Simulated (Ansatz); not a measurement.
Interstitial Cu across 4 hosts. Method: PBE, PAW (plane waves to 420 eV; Ansatz, a quantum-chemistry and plane-wave program). Charged cells are image-corrected; levels hold to tenths of an eV, spin–orbit coupling is left out, only levels at least 0.1 eV inside the gap count (those within 0.2 eV of an edge may still be shallow), and each defect is the lowest state found from one start.

```tsv
host	site at the start	sites, k-points	gap (eV)	localised charge states	levels above the VBM (eV)
zinc-blende BAs	void with 4B nearest	64, 2×2×2 shifted	1.20	+1	none; +1 throughout
alpha quartz	void with 4O nearest, no. 2	72, 2×2×2 Γ-centred	5.68	+2, +1, 0	(+2/+1) 0.19; (+1/0) 4.87
zinc-blende BP	void with 4B nearest	64, 2×2×2 shifted	1.25	+1	none; +1 throughout
zinc-blende AlP	void with 4P nearest	64, 2×2×2 shifted	1.63	+1	none; +1 throughout
```

The lowest level as a share of the gap: alpha quartz: 0.19 / 5.68 = 0.03. No level in zinc-blende BAs, zinc-blende BP, zinc-blende AlP.
